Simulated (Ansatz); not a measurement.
CdTe (F-43m) under hydrostatic pressure (compression positive): band gap by r2SCAN with spin-orbit coupling, rigid bands (plane waves, PAW; Ansatz, an electronic-structure program). The unloaded cell, whose axes the loads refer to:

```
CELL_PARAMETERS angstrom
      0.00000     3.24465     3.24465
      3.24465     0.00000     3.24465
      3.24465     3.24465     0.00000
ATOMIC_POSITIONS crystal
  Cd 0.00000 0.00000 0.00000
  Te 0.25000 0.25000 0.25000
```

```json
[
 {"hydrostatic pressure (compression positive) (GPa)": "-1.5", "volume per atom (Å³)": "35.55", "band gap (eV)": "0.88"},
 {"hydrostatic pressure (compression positive) (GPa)": "-1", "volume per atom (Å³)": "35.05", "band gap (eV)": "0.92"},
 {"hydrostatic pressure (compression positive) (GPa)": "-0.5", "volume per atom (Å³)": "34.59", "band gap (eV)": "0.97"},
 {"hydrostatic pressure (compression positive) (GPa)": "0", "volume per atom (Å³)": "34.16", "band gap (eV)": "1.01"},
 {"hydrostatic pressure (compression positive) (GPa)": "0.5", "volume per atom (Å³)": "33.76", "band gap (eV)": "1.04"},
 {"hydrostatic pressure (compression positive) (GPa)": "1", "volume per atom (Å³)": "33.38", "band gap (eV)": "?"},
 {"hydrostatic pressure (compression positive) (GPa)": "2", "volume per atom (Å³)": "32.70", "band gap (eV)": "1.15"},
 {"hydrostatic pressure (compression positive) (GPa)": "3", "volume per atom (Å³)": "32.09", "band gap (eV)": "1.21"}
]
```

Problem. Fit a straight line to band gap against the load over the rows given, and predict the row at 1 GPa.

Solution. The means are x̄ = 0.357 GPa and ȳ = 1.0257; Σ(x − x̄)(y − ȳ) = 1.161 and Σ(x − x̄)² = 15.86, so the slope is 73.2 meV per GPa, and the rows given lie within 10 meV of the line. At 1 GPa the line gives 1.07 eV; the calculation gives 1.08 eV, 0.67 % from it.

Problem. With all rows, what volume deformation potential dE_g/d ln V follows?

Solution. A line through E_g against ln V has the slope -3.2 eV, so the gap opens under compression.

 Stresses and pressures are the targets of the relaxation. Gaps are resolved to about 0.01 eV. The structure type is held at every load. Geometry: cell and atoms relaxed with PBEsol.
